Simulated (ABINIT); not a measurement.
A self-consistent single point of Nb₂AsC (P6_3/mmc, 8 atoms in the cell) with ABINIT.

Computed with LDA (PW92), PAW (JTH v2.0 LDA PAW) (plane waves; ABINIT).

The change in words: lattice scaled by 0.98. Reference geometry:
```
CELL_PARAMETERS angstrom
      3.32535     0.00000     0.00000
     -1.66267     2.87983     0.00000
      0.00000     0.00000    11.81861
ATOMIC_POSITIONS crystal
  Nb 0.33333 0.66667 0.40533
  Nb 0.66667 0.33333 0.59467
  Nb 0.66667 0.33333 0.90533
  Nb 0.33333 0.66667 0.09467
  As 0.66667 0.33333 0.25000
  As 0.33333 0.66667 0.75000
  C  0.00000 0.00000 0.50000
  C  0.00000 0.00000 0.00000
```

Reference input (self-consistent single point, DFT, LDA (PW92), plane waves, PAW (JTH v2.0 LDA PAW)): pseudos = [Nb.LDA_PW-JTH.xml, As.LDA_PW-JTH.xml, C.LDA_PW-JTH.xml]; ecut = 571 eV; pawecutdg = 1143 eV; pawxcdev = 0; ixc = 7; occopt = 3; tsmear = 0.00367493 Ha; ngkpt = 8 8 2; nshiftk = 1; shiftk = 0 0 0; potentials = JTH v2.0 LDA PAW; nband = 57. This run's input differs from it in these lines:

```diff
@@ -3,6 +3,6 @@
 pseudos "Nb.LDA_PW-JTH.xml, As.LDA_PW-JTH.xml, C.LDA_PW-JTH.xml"
-acell 6.2839930870 6.2839930870 22.3339285149
+acell 6.1583128006 6.1583128006 21.8872501713
 rprim
-         1.0000000000    0.0000000045    0.0000000000
-        -0.5000000039    0.8660254015    0.0000000000
+         1.0000000000    0.0000000915    0.0000000000
+        -0.5000000793    0.8660253580    0.0000000000
          0.0000000000    0.0000000000    1.0000000000
```

The program printed (abridged):

```
--- !BeginCycle
solver: {iscf: 17, nstep: 60, nline: 4, wfoptalg: 10, }
tolerances: {toldfe: 1.00E-09, }
...

     iter   Etot(hartree)      deltaE(h)  residm     nres2
 ETOT  1  -467.16533740802    -4.672E+02 3.231E+00 6.563E+01
 ETOT  2  -470.93874394511    -3.773E+00 3.683E-02 1.860E+01
 ETOT  3  -470.91176001976     2.698E-02 2.533E-02 2.998E+00
 ETOT  4  -470.90936228221     2.398E-03 3.004E-03 2.928E-01
 ETOT  5  -470.90841032103     9.520E-04 2.635E-03 5.897E-03
   [... 2 lines left out ...]
 ETOT  8  -470.90843317597     5.157E-08 5.399E-04 3.464E-06
 ETOT  9  -470.90843318726    -1.129E-08 5.410E-04 7.560E-07
 ETOT 10  -470.90843318655     7.116E-10 2.482E-04 1.980E-08
 ETOT 11  -470.90843318655     2.046E-12 1.959E-04 1.035E-09
 At SCF step   11, etot is converged :
  for the second time, diff in etot=  2.046E-12 < toldfe=  1.000E-09

 Cartesian components of stress tensor (hartree/bohr^3)
  sigma(1 1)= -2.65565856E-04  sigma(3 2)=  0.00000000E+00
  sigma(2 2)= -2.65565854E-04  sigma(3 1)=  0.00000000E+00
  sigma(3 3)= -3.89156489E-04  sigma(2 1)=  1.33778470E-12

 ----iterations are completed or convergence reached----

 reduced coordinates (array xred) for    8 atoms
       0.333333333333      0.666666666667      0.405330000000
       0.666666666667      0.333333333333      0.594670000000
       0.666666666667      0.333333333333      0.905330000000
       0.333333333333      0.666666666667      0.094670000000
       0.666666666667      0.333333333333      0.250000000000
       0.333333333333      0.666666666667      0.750000000000
   [... lines left out ...]
 Fermi (or HOMO) energy (eV) =  14.25570   Average Vxc (eV)= -12.74912
   [... lines left out ...]
'-kT*entropy'       : -3.79789100194644E-03
total_energy        : -4.70908392997390E+02
total_energy_eV     : -1.28140690447477E+04
...

-Cartesian components of stress tensor (GPa)         [Pressure=  9.0253E+00 GPa]
- sigma(1 1)= -7.81321592E+00  sigma(3 2)=  0.00000000E+00
- sigma(2 2)= -7.81321587E+00  sigma(3 1)=  0.00000000E+00
- sigma(3 3)= -1.14493773E+01  sigma(2 1)=  3.93589782E-08

 Calculation completed.
```

The run converged in 11 iterations. Against the reference run the free energy goes up by 7.4 meV/atom, the pressure goes from -6.07 to 9.03 GPa and the largest force goes from 0.185 to 0.247 eV/Å.

The starting cell comes from a database of computed structures (which also holds hypothetical and non-ambient phases and stackings), without a prior relaxation at this level. Its lattice was rescaled by a random factor within 2.5 % of one. For this run, on top of that: lattice scaled by 0.98. Spin polarisation is off. With a pressure of about 9 GPa the cell is away from its equilibrium volume at this level.

Cost on one core of a shared machine: roughly 2 min.
